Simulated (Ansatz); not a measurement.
Take WSe₂ (space group P6_3/mmc, No. 194; a = 3.279 Å, c = 12.786 Å; layered, stacked along the Cartesian z axis) as the base. Axes: x lies along a and z along c of the hexagonal cell.

All numbers come from PBE-D3(BJ) (Ansatz, an electronic-structure program), scalar-relativistic without spin-orbit coupling.

Strains are applied to the cell and any free atomic positions relax.

One change was made to it. Results:

| quantity | base | after |
|---|---|---|
| pressure (mean of the normal stresses, compression positive) | 0.00 GPa | -0.49 GPa |
| energy relative to the base (free energy F) | 0 meV/atom | +1.2 meV/atom |
| band gap | 0.87 eV | 0.96 eV |
| shortest interatomic distance | 2.534 Å | 2.536 Å |

Which change produced these results?
A) uniaxial strain ε_zz = +1.80 %
B) uniaxial strain ε_zz = +3.00 %
C) uniaxial strain ε_zz = +0.60 %

A, uniaxial strain ε_zz = +1.80 %. For comparison, the band gap in the other runs: uniaxial strain ε_zz = +3.00 % gives 1.02 eV; uniaxial strain ε_zz = +0.60 % gives 0.90 eV.

With W present, leaving out spin-orbit coupling can change the band edges. Whether these cells are dynamically stable was not tested.
